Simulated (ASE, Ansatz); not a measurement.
A thermal frame of composition Li3Al, cell Li48Al16, held well above this temperature first, at a temperature that wasn't checked against the liquidus, so perhaps supercooled [in the CHGNet run: it was liquid; mean temperature 706 K (target 720 K); density 0.96 g/cm³, volume +9 % from the start cell's], from MD with the machine-learned potential CHGNet 0.3.0 in ASE at 720 K. Method: r2SCAN (plane waves, PAW; Ansatz, a first-principles code).

```
Quantity                                          Result
-----------------  -------------------------------------
plane-wave cutoff                                 500 eV
k-points                      one point, (1/4, 1/4, 1/4)
Fermi-Dirac width                               0.086 eV
spin               not polarised; no spin-orbit coupling
```

A check of the k-sampling: on the last frame of the same run a denser mesh moved the PBE forces by 0.047 eV/Å rms, the static pressure by -0.03 GPa and the free energy by -3 meV/atom.

```yaml
crystal:
  lattice:
    - [10.98704, 0.00000, 0.00000]
    - [0.00000, 10.98704, 0.00000]
    - [0.00000, 0.00000, 10.98704]
  atoms:
    - { symbol: Li, position: [0.26061, 0.10310, 0.03079] }
    - { symbol: Li, position: [0.66307, 0.43336, 0.74008] }
    - { symbol: Li, position: [0.87514, 0.07886, 0.01193] }
    - { symbol: Li, position: [0.92168, 0.88821, 0.47638] }
    - { symbol: Li, position: [0.47159, 0.05625, 0.76067] }
    - { symbol: Li, position: [0.08836, 0.99877, 0.23085] }
    - { symbol: Li, position: [0.21581, 0.90944, 0.62437] }
    - { symbol: Li, position: [0.42016, 0.66214, 0.96063] }
    - { symbol: Li, position: [0.07912, 0.79544, 0.29524] }
    - { symbol: Li, position: [0.08867, 0.26184, 0.23196] }
    - { symbol: Li, position: [0.07667, 0.94608, 0.99220] }
    - { symbol: Li, position: [0.77449, 0.98096, 0.72361] }
    - { symbol: Li, position: [0.54028, 0.31201, 0.67226] }
    - { symbol: Li, position: [0.97730, 0.38605, 0.57614] }
    - { symbol: Li, position: [0.70198, 0.15001, 0.21438] }
    - { symbol: Li, position: [0.30735, 0.87074, 0.40697] }
    - { symbol: Li, position: [0.83623, 0.75561, 0.91170] }
    - { symbol: Li, position: [0.18330, 0.04783, 0.79861] }
    - { symbol: Li, position: [0.88138, 0.34845, 0.76336] }
    - { symbol: Li, position: [0.44032, 0.83320, 0.74234] }
    - { symbol: Li, position: [0.59091, 0.92302, 0.02530] }
    - { symbol: Li, position: [0.00483, 0.15398, 0.70141] }
    - { symbol: Li, position: [0.93165, 0.69725, 0.11898] }
    - { symbol: Li, position: [0.98389, 0.83801, 0.74725] }
    - { symbol: Li, position: [0.26006, 0.64856, 0.53995] }
    - { symbol: Li, position: [0.49135, 0.50518, 0.43331] }
    - { symbol: Li, position: [0.91316, 0.42420, 0.11633] }
    - { symbol: Li, position: [0.69288, 0.96842, 0.44373] }
    - { symbol: Li, position: [0.92059, 0.14990, 0.38260] }
    - { symbol: Li, position: [0.05776, 0.26762, 0.91424] }
    - { symbol: Li, position: [0.61789, 0.68726, 0.82681] }
    - { symbol: Li, position: [0.24148, 0.23910, 0.69760] }
    - { symbol: Li, position: [0.71619, 0.20630, 0.91622] }
    - { symbol: Li, position: [0.70165, 0.45992, 0.28121] }
    - { symbol: Li, position: [0.46945, 0.08705, 0.06602] }
    - { symbol: Li, position: [0.55051, 0.44805, 0.03905] }
    - { symbol: Li, position: [0.54485, 0.92513, 0.25943] }
    - { symbol: Li, position: [0.20374, 0.51759, 0.25763] }
    - { symbol: Li, position: [0.40254, 0.33053, 0.22993] }
    - { symbol: Li, position: [0.24159, 0.37139, 0.51535] }
    - { symbol: Li, position: [0.98010, 0.65874, 0.50896] }
    - { symbol: Li, position: [0.41531, 0.36265, 0.86779] }
    - { symbol: Li, position: [0.92192, 0.52466, 0.33647] }
    - { symbol: Li, position: [0.25330, 0.48252, 0.98637] }
    - { symbol: Li, position: [0.38485, 0.09123, 0.52690] }
    - { symbol: Li, position: [0.42871, 0.63595, 0.21970] }
    - { symbol: Li, position: [0.52635, 0.72371, 0.50997] }
    - { symbol: Li, position: [0.60789, 0.21871, 0.44857] }
    - { symbol: Al, position: [0.31525, 0.11064, 0.29074] }
    - { symbol: Al, position: [0.17344, 0.71276, 0.05500] }
    - { symbol: Al, position: [0.76044, 0.75225, 0.63537] }
    - { symbol: Al, position: [0.31470, 0.86087, 0.16222] }
    - { symbol: Al, position: [0.84996, 0.89521, 0.20140] }
    - { symbol: Al, position: [0.66797, 0.66371, 0.11899] }
    - { symbol: Al, position: [0.17739, 0.45816, 0.75762] }
    - { symbol: Al, position: [0.40468, 0.54049, 0.69692] }
    - { symbol: Al, position: [0.76812, 0.52778, 0.51101] }
    - { symbol: Al, position: [0.32497, 0.88076, 0.90347] }
    - { symbol: Al, position: [0.87982, 0.58914, 0.74142] }
    - { symbol: Al, position: [0.72950, 0.72559, 0.35303] }
    - { symbol: Al, position: [0.03247, 0.56665, 0.92704] }
    - { symbol: Al, position: [0.21860, 0.68975, 0.80582] }
    - { symbol: Al, position: [0.17252, 0.12304, 0.46863] }
    - { symbol: Al, position: [0.76780, 0.51895, 0.95421] }
```

### Question
Give the forces on atoms 10, 15, 19, 30, 37, 40, 42, 48, 51, 56 (eV/Å), the static pressure (no kinetic part).

### Answer

| atom | Fx Fy Fz |
|---|---|
| Li10 | 0.362 -0.059 0.069 |
| Li15 | 0.066 0.019 -0.194 |
| Li19 | -0.199 0.189 0.712 |
| Li30 | 0.244 0.345 0.406 |
| Li37 | -0.105 -0.275 0.304 |
| Li40 | 0.234 0.303 -0.408 |
| Li42 | -0.166 -0.517 -0.106 |
| Li48 | 0.125 0.264 -0.075 |
| Al51 | -0.309 0.627 -0.857 |
| Al56 | 0.148 0.086 0.217 |
static pressure (no kinetic part): -0.73 GPa
